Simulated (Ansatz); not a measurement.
Results of PBEsol (plane waves, PAW; Ansatz, a quantum-chemistry and plane-wave program) for OsAl (model structure, started from the CuAu type, Pm-3m, No. 221, 2 atoms in the cell).

Numerical settings: plane-wave cutoff 520 eV, 20×20×16 k mesh (along the axes of the cell as run), Fermi–Dirac smearing 0.05 eV, no spin polarisation, scalar-relativistic PAW data made under PBE.

Cell (relaxed at this level):

```cif
data_AlOs
_chemical_formula_sum 'Al1 Os1'
_space_group_name_H-M_alt 'P 1'
_space_group_IT_number 1
_cell_length_a 2.99266
_cell_length_b 2.99266
_cell_length_c 2.99305
_cell_angle_alpha 90.000
_cell_angle_beta 90.000
_cell_angle_gamma 90.000
loop_
_space_group_symop_operation_xyz
  'x, y, z'
loop_
_atom_site_label
_atom_site_type_symbol
_atom_site_fract_x
_atom_site_fract_y
_atom_site_fract_z
_atom_site_occupancy
Al1 Al 0.50000 0.50000 0.50000 1
Os1 Os 0.00000 0.00000 0.00000 1
```

### Question
What does this level give for the bulk modulus B0?

### Answer

- bulk modulus B0: 252 GPa

Note: the run has no spin polarisation, so it can have missed a magnetic state; the bulk modulus is −V dP/dV from two relaxed cells at ±2 % in volume; the relaxation could raise the start's symmetry but not lower it, so the cell can be a saddle point.

Spin–orbit coupling is not included.

The result took around 3 core-minutes (rough).

A model structure was made by putting elements into a prototype or built by hand; it is no filed structure, need not be a known phase, and can be a saddle point held by its symmetry.
